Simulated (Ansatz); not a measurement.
## Effect of pressure 3 GPa on ZnCu

Start from ZnCu in the CsCl type structure (space group Pm-3m, No. 221; a = 2.919 Å).

Now apply this change: cell and atoms relaxed at a pressure of 3 GPa.

All numbers come from plane-wave PAW DFT at the r2SCAN level (Ansatz, a quantum-chemistry and plane-wave program, 500 eV), without spin-orbit coupling. Γ-centred 16×16×16 mesh, Fermi–Dirac width 0.05 eV.

| quantity | base | changed | shift |
|---|---|---|---|
| lattice parameter a | 2.919 Å | 2.898 Å | -0.0204 Å |
| shortest interatomic distance | 2.528 Å | 2.510 Å | -0.018 Å |
| enthalpy H = E + PV relative to the base's energy | – | +0.23 eV/atom | – |
| band gap | zero | zero | – |

Load acts through the strain it causes; cell and atoms are relaxed under it. Stability against distortions was not tested. The final runs are not spin-polarised.
